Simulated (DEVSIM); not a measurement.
Device: Schottky contact on p-type Si, at 300 K.

Layer 1 from the left is Si, thickness (μm) 5.80, Na (cm⁻³) 8.4e15, τn (s) 8.8e-6, τp (s) 8.8e-6. Layer 2 from the left is Si, thickness (μm) 7.10, Na (cm⁻³) 8.9e17, τn (s) 8.8e-6, τp (s) 8.8e-6.

Left contact: Schottky, work function 4.284 eV, emission velocity 4.3e6 cm/s. Right contact: ohmic. Voltage is applied to the left contact. Recombination: SRH at mid-gap, radiative, Auger. Mobility is constant in doping.

This is a model device: material constants are rounded textbook-type values typed into the input, and sizes, dopings and lifetimes were drawn at random. Values at 300 K.

Si: gap (eV) 1.124, affinity (eV) 4.05, permittivity 11.7, Nc (cm⁻³) 2.86e19, Nv (cm⁻³) 3.1e19, μn (cm²/Vs) 1417, μp (cm²/Vs) 470, B (cm³/s) 4.7e-15, Cn (cm⁶/s) 2.8e-31, Cp (cm⁶/s) 9.9e-32.

DEVSIM, 1D drift-diffusion, Boltzmann statistics, complete ionisation; no tunnelling, impact ionisation, image-force lowering or self-heating. Metal contacts follow the ideal Schottky-Mott rule: no Fermi-level pinning, no interface dipoles.

Task: What does the simulation give for the dark forward voltage at 1 A/cm², the dark forward voltage at 100 A/cm², the potential step across the device at zero bias?

Result: dark forward voltage at 1 A/cm² 0.465 V; dark forward voltage at 100 A/cm² 0.673 V; potential step across the device at zero bias 0.798 V.
